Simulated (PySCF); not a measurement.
PySCF 2.14.0, BP86/def2-svpd, df: W(NH)2(F)(OMe) (C[O][W](=[NH])(=[NH])[F]), 11 atoms. The geometry is a generated start, not checked to be a minimum at this level.

```yaml
task: energy
method: bp86
basis: def2-svpd
two_electron_scheme: density fitting
mol.max_memory: 3000 MB
mf.max_cycle: 100
mf.init_guess: minao (default)
mf.DIIS: CDIIS (default)
mf.diis_space: 8 (default)
mf.conv_tol: 1e-09 (default)
mf.grids.level: 3 (default)
effective_core_potentials: those of the basis set, past Kr
basis_functions: 181
grid_points: 143616
```

```xyz
11

W     -0.9591    -0.2511     0.3194
N     -1.3101    -1.5044     1.5516
H     -1.7098    -2.3181     2.0235
N     -1.4710    -0.8218    -1.3002
H     -1.8099    -1.3402    -2.1144
F     -2.0654     1.2490     0.7926
O      0.7298     0.5075     0.2741
C      1.9128     1.0141    -0.2741
H      1.8491     2.1097    -0.3334
H      2.7766     0.7442     0.3487
H      2.0570     0.6111    -1.2877
```

Charge 0 and multiplicity 1 are set for this test and not shown to be the ground state.

One run each on 2 threads, 1 BLAS thread. Values of level_shift (Hartree) tried: 0 (default), 0.1, 0.3, 1.

**Question.** Predict the course of the Fock builds along this series.

**Answer.** Fewest Fock builds, within one of each other: 0 (default) with 17, 0.1 with 16, 0.3 with 16. The count rises to 44 at 1. All converge to one solution.

```tsv
level_shift (Hartree)	Fock builds	end
0 (default)	17	same solution
0.1	16	same solution
0.3	16	same solution
1	44	same solution
```
